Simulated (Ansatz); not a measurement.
Defect: interstitial Mg in wurtzite ZnO, charge state +2. Computed with PBE, PAW (plane waves to 420 eV; Ansatz, a quantum-chemistry and plane-wave program).

72-site cell at the relaxed PBE lattice, one k-point at (0.125, 0.250, 0.250), smearing 0.01 eV, spin-restricted, no finite-size correction. No zero-point or tunnelling terms. The charge state is imposed; whether it is stable for some Fermi level was not computed. Sites that were not tried may lie lower.

Barriers: single points on a 2×2×2 k-point mesh shifted by half a step along c at the bands' geometries.

The step: a concerted move, in which Mg travels most. Atoms about the jump, Cartesian Å from the middle of the jump, before and after:

| atom | x0 | y0 | z0 | x1 | y1 | z1 |
|---|---|---|---|---|---|---|
| Mg1 | 0.01 | 0.00 | -1.32 | -0.01 | 0.00 | 1.32 |
| O2 | 1.55 | -0.89 | -0.36 | 1.55 | -0.90 | -0.19 |
| O3 | -1.55 | -0.89 | -0.36 | -1.54 | -0.89 | -0.18 |
| O4 | 0.00 | 1.79 | -0.36 | 0.00 | 1.78 | -0.18 |
| Zn5 | 0.01 | -2.02 | 0.50 | 0.01 | -2.16 | 0.14 |
| Zn6 | 1.76 | 1.01 | 0.49 | 1.88 | 1.07 | 0.14 |
| Zn7 | -1.75 | 1.01 | 0.49 | -1.87 | 1.08 | 0.13 |
| O8 | 0.00 | -1.89 | 2.43 | 0.00 | -1.79 | 2.28 |
| O9 | 1.64 | 0.95 | 2.43 | 1.55 | 0.89 | 2.28 |
| O10 | -1.64 | 0.95 | 2.43 | -1.55 | 0.90 | 2.28 |
| Zn11 | 1.87 | -1.08 | -2.51 | 1.64 | -0.95 | -2.28 |
| Zn12 | -1.87 | -1.07 | -2.50 | -1.64 | -0.95 | -2.28 |
| Zn13 | -0.01 | 2.17 | -2.50 | 0.00 | 1.89 | -2.27 |

Q: Where do these atoms stand at the saddle point, and how high is it?

A: 
```
atom      x      y      z
----  -----  -----  -----
Mg1    0.01  -0.01   0.06
O2     1.58  -1.04  -0.28
O3    -1.68  -0.85  -0.28
O4     0.09   1.88  -0.27
Zn5    0.37  -2.42   0.57
Zn6    1.89   1.54   0.57
Zn7   -2.27   0.88   0.57
O8     0.04  -1.87   2.37
O9     1.60   0.98   2.37
O10   -1.66   0.91   2.37
Zn11   1.66  -0.97  -2.34
Zn12  -1.68  -0.95  -2.35
Zn13   0.00   1.93  -2.34
```
It lies 1.16 eV above the start and 1.16 eV above the end. The program found a first-order saddle point. Symmetry-equivalent saddle points exist between the same ends.
